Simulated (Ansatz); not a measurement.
Take HgTe in the zinc blende structure (space group F-43m, No. 216; a = 6.573 Å) as the base. Axes: x, y, z lie along the cube axes.

Method: plane-wave PAW DFT at the r2SCAN level (Ansatz, a program for electronic structure, 500 eV), scalar-relativistic without spin-orbit coupling.

Strains are applied to the cell and any free atomic positions relax.

One change was made to it. Results:

| quantity | base | after |
|---|---|---|
| energy relative to the base (free energy F) | 0 meV/atom | +1.9 meV/atom |
| valley order (the lowest conduction-band minima on the path, energy above the VBM, named in the base's zone) | – | Γ 0.01 eV; L along [1-1-1] 0.79 eV; L along [111] 1.02 eV |
| shortest interatomic distance | 2.846 Å | 2.842 Å |

Problem. What was done to the base?
A) tensor shear ε_xy = +0.29 %
B) tensor shear ε_xy = +1.43 %
C) tensor shear ε_xy = +2.00 %

Solution. B, tensor shear ε_xy = +1.43 %. For comparison, the valley order in the other runs: tensor shear ε_xy = +2.00 % gives Γ 0.01 eV; L along [1-1-1] 0.72 eV; L along [111] 1.04 eV; tensor shear ε_xy = +0.29 % gives Γ 0.01 eV; L along [1-11] 0.93 eV; L along [11-1] 0.98 eV.

Spin-orbit coupling, missing from the scalar runs, can matter with Hg and Te. Stability against distortions was not tested. The final runs are not spin-polarised.
